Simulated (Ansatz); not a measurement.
Ge (diamond structure), Σ3 (112) [1-10] symmetric tilt. One P atom replaces one Ge atom in a bicrystal of 40 atoms (one solute to 41 Å² of one boundary, a high coverage); atoms relaxed, cell held. Energies count from the site farthest from both boundaries, which lies only 6.0 Å away; negative means that the solute is drawn to the site. The cell is neutral, and spin is allowed where the electrons are odd. k-points: Γ-centred 2×5×1 mesh; occupations: Fermi-Dirac, 0.050 eV; spin-polarised, moments started parallel. No spin-orbit coupling.

Sites tried, by distance from the nearest boundary plane (Å): 0.00, 0.00, 1.27, 2.33.

Does P segregate by Ansatz (a program for electronic structure) with PBE, and with what energy at each site?

0.00 Å: -0.40 eV; 0.00 Å: -0.41 eV; 1.27 Å: -0.18 eV; 2.33 Å: -0.20 eV. The most favoured site tried binds it by 0.41 eV.
